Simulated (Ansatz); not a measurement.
Abridged Ansatz (a first-principles code) output:

```
Pseudopotential: K, paw, valence charge 9
Pseudopotential: Ta, paw, valence charge 13
Pseudopotential: Se, paw, valence charge 16
Crystal: 5 atoms, lattice volume = 133.665 Å³
Basis set: ecut = 420 eV, 2553 PW (Γ), exchange–correlation on 72×72×72 points (8 copies of the dense FFT grid, shifted against one another)
Bands: 40, of which v1, the nominal top of the filled ones, is band 35 counted from 1 (34 counted from 0)
Symmetry: 48 space group operations
k-points: 35 of 729
Functional: x = pbe(κ = 0.804, μ = 0.2195149727645171), c = pbe(β = 0.06672455060314922)
SCF iter   1: F=—  HF=-27883.356373 eV  |F-HF|=—  |Δ(HF+E_count)|=         —  Δρ=4.29e-2  dr2=3.86e0  ethr=3.10e-3  ⟨swp⟩=7.2  Hψ=5225  notcnv=0
SCF iter   2: F=—  HF=-27882.352456 eV  |F-HF|=—  |Δ(HF+E_count)|=    1.00e0  Δρ=2.25e-2  dr2=8.27e-1  ethr=3.10e-3  ⟨swp⟩=3.0  Hψ=2541  notcnv=0  defer=5
SCF 1 converged in 9 iterations: F = -27882.126424 eV  dr2 = 1.14e-10
SCF converged after 9 iterations
Free energy (F): -27882.126424 eV
Internal energy: -27882.103142 eV  (E = F + TS)
E sigma→0 (E₀):  -27882.114783 eV
Entropy (-TS):   -0.023282 eV (-4.656 meV/atom)
Fermi energy:    7.683026 eV
--- Forces (eV/Å), atoms counted from 1 ---
  atom   1  K      0.00000000     0.00000000     0.00000000
  atom   2  Ta     0.00000000    -0.00000000    -0.00000000
  atom   3  Se     0.00000000     0.00000000     0.00000000
  atom   4  Se     0.00000000    -0.00000000     0.00000000
  atom   5  Se    -0.00000000     0.00000000     0.00000000
--- Stress (GPa, compression-positive) ---
       -0.000115      -0.000000      -0.000000
       -0.000000      -0.000115      -0.000000
        0.000000       0.000000      -0.000115
  P = ⅓ Tr σ = -0.0001 GPa (-0.001 kbar)
```

Task: What was computed, and what are the main results?

Result: KTaSe3, 5 atoms in the cell, with DFT with PBE, PAW potentials and a 420 eV plane-wave cutoff in Ansatz, scalar-relativistic without spin-orbit coupling, earlier PAW set. The last SCF converged to F = -27882.126424 eV, or -5576.4253 eV per atom, at a pressure of 0.00 GPa. The total energy compares only with runs of the same code, potentials and settings.

No phonon test of stability was made. The final runs are not spin-polarised. The cell was made from KTaO3 by this change: O → Se; the result is a hypothetical phase, not in the database extracts checked. KTaSe3 has a high density of states at the Fermi level and may be magnetic at this level.
